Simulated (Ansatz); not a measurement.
An Ansatz (a program for electronic structure) input (PBEsol (Ansatz; PAW; 420 eV plane waves; no spin-orbit coupling), earlier PAW set):

Ansatz 0.2 input:
```yaml
crystal:
  lattice:
    - [0, 6.7455596754, 6.7455596754]
    - [6.7455596754, 0, 6.7455596754]
    - [6.7455596754, 6.7455596754, 0]
  atoms:
    - { symbol: Mg, position: [0, 0, 0] }
    - { symbol: Sn, position: [0, 0, 0.5] }
    - { symbol: Sn, position: [0, 0.5, 0] }
    - { symbol: Sn, position: [0, 0.5, 0.5] }
    - { symbol: Sn, position: [0.5, 0, 0] }
    - { symbol: Sn, position: [0.5, 0, 0.5] }
    - { symbol: Sn, position: [0.5, 0.5, 0] }
    - { symbol: Sn, position: [0.5, 0.5, 0.5] }
    - { symbol: Mg, position: [0.125, 0.125, 0.125] }
    - { symbol: Mg, position: [0.125, 0.125, 0.625] }
    - { symbol: Mg, position: [0.125, 0.625, 0.125] }
    - { symbol: Mg, position: [0.125, 0.625, 0.625] }
    - { symbol: Mg, position: [0.625, 0.125, 0.125] }
    - { symbol: Mg, position: [0.625, 0.125, 0.625] }
    - { symbol: Mg, position: [0.625, 0.625, 0.125] }
    - { symbol: Mg, position: [0.625, 0.625, 0.625] }
    - { symbol: Mg, position: [0.375, 0.375, 0.375] }
    - { symbol: Mg, position: [0.375, 0.375, 0.875] }
    - { symbol: Mg, position: [0.375, 0.875, 0.375] }
    - { symbol: Mg, position: [0.375, 0.875, 0.875] }
    - { symbol: Mg, position: [0.875, 0.375, 0.375] }
    - { symbol: Mg, position: [0.875, 0.375, 0.875] }
    - { symbol: Mg, position: [0.875, 0.875, 0.375] }
    - { symbol: Mg, position: [0.875, 0.875, 0.875] }
basis: { ecutwfc: 420, ecutrho_ratio: 4, xc_grid: 2, fft_grid_basis: typed }
kpoints: { mp_grid: { grid: [5, 5, 5] } }
hamiltonian:
  xc: pbesol
  dispersion: none
  pseudopotentials: { azcp: { folder: ./paw }, kind: paw }
scf: { occupations: { method: fermi_dirac, width: 0.05 }, convergence: { dr2_threshold: 0.0000000024 } }
relax: { f_tol: 0.02, max_steps: 45 }
output: { forces: true, stress: true }
checkpoint: { write: state.ck, write_every: 1000 }
```

Problem. Which symmetry and how many k-points will the program report, and about how many plane waves at Γ?

Solution. Space group Fm-3m (ITA 225) with 48 operations, k-points 10 of 125, and 12039 plane waves at Γ.

Problem. And the final pressure?

Solution. 0.48 GPa (compression positive).

In so small a cell the defect repeats every few ångströms: this is an ordered compound, not a dilute defect. The defect started on the symmetric site and kept its symmetry, so it may sit on a saddle. The cell was made from Mg₂Sn (space group Fm-3m, No. 225) by this change: Mg on a Sn site (antisite). The defect cell is not spin-polarised.
